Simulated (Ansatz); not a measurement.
For fcc Yb, PBE+SOC in Ansatz (plane waves, PAW) gives:

```
Property                Value
-------------------  --------
lattice parameter a   5.155 Å
bulk modulus         19.7 GPa
```

### Question
What does HSE06 (Ansatz, an electronic-structure program, plane waves, PAW) give for the same quantities?

### Answer

- lattice constant a: 5.580 Å (rises by 8.2 %)
- bulk modulus: 13.0 GPa (drops by 34 %)

For comparison: lattice constant a 5.485 Å (measured, 293 K, no zero-point or thermal correction; as tabulated in Wikipedia's data pages); bulk modulus 16.3 GPa (measured, temperature not stated, not corrected to a static lattice; as tabulated in doi:10.1007/BF02743909 (ytterbium under pressure), abstract).

Changes are worked out from the printed values.

Unless a cell is named, each level is at its own relaxed cell (PBE+SOC 34.25, HSE06 43.42 Å³/atom).

Ansatz's density-functional and Hartree–Fock values are scalar-relativistic unless marked +SOC, with PAW data made under PBE.
